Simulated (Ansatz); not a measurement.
The reference is Gd in the hcp (Mg type) structure (space group P6_3/mmc, No. 194; a = 3.5688 Å, c = 5.7001 Å; ferromagnetic; relaxed with 0.1 eV smearing). Axes: x lies along a and z along c of the hexagonal cell.

The values are results of PBEsol/PAW in Ansatz (a quantum-chemistry and plane-wave program), spin-orbit coupling left out, earlier PAW set, not measurements.

Strains are applied to the cell and any free atomic positions relax; under biaxial strain the out-of-plane vector relaxes too; under stress the whole cell relaxes.

One change was made to it. Results:

```json
[
 {"quantity": "shortest interatomic distance", "base": "6.646 bohr", "after": "6.662 bohr"},
 {"quantity": "magnetic state", "base": "ferromagnetic", "after": "ferromagnetic"}
]
```

### Question
What was done to the base?
(A) tensor shear ε_yz = +2.39 %
(B) uniaxial stress, 0.5 GPa tension along x
(C) biaxial strain +3.98 %, plane normal [001], relaxed out of plane
(D) uniaxial strain ε_zz = +3.15 %

### Answer
C, biaxial strain +3.98 %, plane normal [001], relaxed out of plane. For comparison, the shortest interatomic distance in the other runs: uniaxial strain ε_zz = +3.15 % gives 6.744 bohr; tensor shear ε_yz = +2.39 % gives 6.505 bohr; uniaxial stress, 0.5 GPa tension along x gives 6.645 bohr.

Other magnetic orders, which the real material may have, were not ruled out. The state of the 4f shell was not checked for lower solutions. Beyond what the load breaks, stability against distortions was not tested.
